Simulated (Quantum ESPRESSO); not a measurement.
The steps of a band-structure calculation for SrLa₃ (I4/mmm, 4 atoms in the cell) with Quantum ESPRESSO.

Level of theory: PBEsol, GBRV 1.5 ultrasoft (PBESOL) pseudopotentials (plane waves; Quantum ESPRESSO).

Step 1 (scf):

```fortran
&control
  calculation = 'scf',
  prefix = 'scf',
  outdir = './tmp/',
  pseudo_dir = './',
  tprnfor = .true.,
  tstress = .true.,
/
&system
  ibrav = 7,
  celldm(1) = 10.2702268503,
  celldm(3) = 2.009941543064,
  nat = 4,
  ntyp = 2,
  ecutwfc = 40,
  ecutrho = 200,
  occupations = 'smearing',
  smearing = 'fermi-dirac',
  degauss = 0.0073499,
/
&electrons
  conv_thr = 1.0d-10,
/
ATOMIC_SPECIES
Sr    87.6200  sr_pbesol_v1.uspp.F.UPF
La   138.9055  la_pbesol_v1.uspp.F.UPF
ATOMIC_POSITIONS angstrom
Sr    0.0000000000    0.0000000000    0.0000000000
La   -2.7173850000    0.0000000000    2.7308925000
La    0.0000000000    2.7173850000    2.7308925000
La    0.0000000000    0.0000000000    5.4617850000
K_POINTS automatic
3 3 3  0 0 0
```

Step 2 (bands):

```fortran
&control
  calculation = 'bands',
  prefix = 'scf',
  outdir = './tmp/',
  pseudo_dir = './',
  verbosity = 'high',
/
&system
  ibrav = 7,
  celldm(1) = 10.2702268503,
  celldm(3) = 2.009941543064,
  nat = 4,
  ntyp = 2,
  ecutwfc = 40,
  ecutrho = 200,
  occupations = 'smearing',
  smearing = 'fermi-dirac',
  degauss = 0.0073499,
  nbnd = 30,
/
&electrons
  conv_thr = 1.0d-10,
  startingwfc = 'random',
  diago_thr_init = 1.0d-6,
  diagonalization = 'cg',
/
ATOMIC_SPECIES
Sr    87.6200  sr_pbesol_v1.uspp.F.UPF
La   138.9055  la_pbesol_v1.uspp.F.UPF
ATOMIC_POSITIONS angstrom
Sr    0.0000000000    0.0000000000    0.0000000000
La   -2.7173850000    0.0000000000    2.7308925000
La    0.0000000000    2.7173850000    2.7308925000
La    0.0000000000    0.0000000000    5.4617850000
K_POINTS crystal_b
13
  0.00000000   0.00000000   0.00000000   8  ! G
  0.50000000   0.00000000   0.00000000   2  ! X
  0.50000000   0.12376651  -0.12376651   4  ! Y
  0.31188326   0.31188326  -0.31188326   7  ! S
  0.00000000   0.00000000   0.00000000   6  ! G
 -0.50000000  -0.50000000  -0.50000000   4  ! Z
 -0.31188326  -0.31188326  -0.68811674   3  ! S1
  0.00000000   0.00000000  -0.50000000   6  ! N
  0.25000000  -0.25000000  -0.25000000   4  ! P
 -0.12376651  -0.50000000  -0.50000000   6  ! Y1
 -0.50000000  -0.50000000  -0.50000000   1  ! Z
  0.50000000   0.00000000   0.00000000   3  ! X
  0.25000000  -0.25000000  -0.25000000   1  ! P
```

Step 3 (bands.x):

```fortran
&bands
  prefix = 'scf',
  outdir = './tmp/',
  filband = 'bands.dat',
  lsym = .false.,
/
```

Output of bands (abridged):

```
     Atomic positions and unit cell read from directory:
     ./tmp/scf.save/
     G-vector sticks info
     --------------------
     sticks:   dense  smooth     PW     G-vecs:    dense   smooth      PW
     Sum        1893    1511    431                52035    37337    5743

     bravais-lattice index     =            7
     lattice parameter (alat)  =      10.2702  a.u.
     unit-cell volume          =    1088.6632 (a.u.)^3
   [... lines left out ...]
     number of k points=    55  Fermi-Dirac smearing, width (Ry)=  0.0073
   [... lines left out ...]
        k(    3) = (   0.1250000  -0.1250000   0.0000000), wk =   0.0363636
   [... 52 lines left out ...]

     Dense  grid:    52035 G-vectors     FFT dimensions: (  60,  60,  60)

     Smooth grid:    37337 G-vectors     FFT dimensions: (  54,  54,  54)

     The potential is recalculated from file :
     ./tmp/scf.save/charge-density

     negative rho (up, down):  2.500E-01 0.000E+00

     Band Structure Calculation
     CG style diagonalization

     ethr =  1.00E-06,  avg # of iterations = 49.4

     End of band structure calculation

          k = 0.0000 0.0000 0.0000 (  4685 PWs)   bands (ev):

   -25.9815 -23.6782 -23.5404 -23.5404  -8.1726  -8.1068  -8.1068  -7.5274
    -7.4812  -7.4812  -7.2681  -7.2681  -7.1927  -6.8796  -6.8796  -6.8688
     5.9602   7.7879   8.4516   8.5375   9.0745   9.6243   9.6243  10.0431
    10.0432  10.6627  10.7881  10.8048  11.0041  11.0656

          k = 0.0625-0.0625 0.0000 (  4665 PWs)   bands (ev):

   -25.9814 -23.6759 -23.5422 -23.5410  -8.1699  -8.1109  -8.1013  -7.5639
    -7.4605  -7.4444  -7.2892  -7.2759  -7.1685  -6.9046  -6.8789  -6.8725
     6.0283   7.8426   8.5003   8.5842   9.1107   9.5155   9.6700   9.9511
    10.0677  10.7108  10.7142  10.8201  10.9863  11.0594

   [... 53 blocks of this kind left out ...]
```

Output of bands.x (abridged):

```
     Reading xml data from directory:

     ./tmp/scf.save/

     G-vector sticks info
     --------------------
     sticks:   dense  smooth     PW     G-vecs:    dense   smooth      PW
     Sum        1893    1511    431                52035    37337    5743

     negative rho (up, down):  2.500E-01 0.000E+00
     Reading collected, re-writing distributed wavefunctions
     high-symmetry point:  0.0000 0.0000 0.0000   x coordinate   0.0000
     high-symmetry point:  0.5000-0.5000 0.0000   x coordinate   0.7071
     high-symmetry point:  0.6238-0.3762 0.0000   x coordinate   0.8821
     high-symmetry point:  0.6238 0.0000 0.0000   x coordinate   1.2584
     high-symmetry point:  0.0000 0.0000 0.0000   x coordinate   1.8821
     high-symmetry point:  0.0000 0.0000-0.4975   x coordinate   2.3797
   [... 2 lines left out ...]
     high-symmetry point:  0.5000-0.5000-0.2488   x coordinate   3.5338
     high-symmetry point:  0.3762-0.3762-0.4975   x coordinate   3.8379
     high-symmetry point:  0.0000 0.0000-0.4975   x coordinate   4.3700
     high-symmetry point:  0.5000-0.5000 0.0000   x coordinate   4.3700
     high-symmetry point:  0.5000-0.5000-0.2488   x coordinate   4.6188

     Plottable bands (eV) written to file bands.dat.gnu
     Bands written to file bands.dat

   JOB DONE.
```

The starting cell comes from a database of computed structures (which also holds hypothetical and non-ambient phases and stackings), without a prior relaxation at this level.
